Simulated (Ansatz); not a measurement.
CsPbCl3, pressure series

The reference is CsPbCl$_{3}$ in the cubic perovskite structure (space group Pm-3m, No. 221; a = 5.6188 Å).

Cell and atoms are relaxed at each pressure.

Method: Ansatz (a first-principles code), PBEsol, PAW, cutoff 420 eV, no spin-orbit coupling.

Candidates:
(a) pressure 0.7 GPa
(b) pressure 5 GPa
(c) pressure −1 GPa
(d) pressure −2 GPa

For the base:

```
Property    Value
--------  -------
Band gap  1.83 eV
```

Problem. Order them by band gap, lowest first.

Solution. (b) pressure 5 GPa (1.07 eV), (a) pressure 0.7 GPa (1.71 eV), (c) pressure −1 GPa (2.02 eV), (d) pressure −2 GPa (2.22 eV)

With Pb present, leaving out spin-orbit coupling can change the band edges. Load acts through the strain it causes; cell and atoms are relaxed under it. Whether these cells are dynamically stable was not tested. No other phases were tried under pressure. Many cubic perovskites are stable only at high temperature; tilts and polar distortions were not tested. This is not the structure that CsPbCl3 has at room temperature and ambient pressure.
